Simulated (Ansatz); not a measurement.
Consider Ta in the bcc (W type) structure (space group Im-3m, No. 229; a = 3.3063 Å; relaxed with 0.1 eV smearing). Axes: x, y, z lie along the cube axes.

Level of theory: Ansatz (a first-principles code), r2SCAN, PAW, cutoff 500 eV, without spin-orbit coupling, earlier PAW set.

A first run, uniaxial strain ε_xx = −1.32 %, gives secant values C11 ≈ 280 GPa and C12 ≈ 170 GPa from its stress. A second run applies biaxial strain −1.24 %, plane normal [001], relaxed out of plane.

### Question
What does linear elasticity predict for −ε⊥/ε∥ in the second run, and what does the run give?

### Answer
Linear elasticity: 2 C12/C11 = 1.21. The run gives 1.24; any difference comes from nonlinear terms at these strains and numerical noise.

No phonon test of stability was made. The final runs are not spin-polarised.
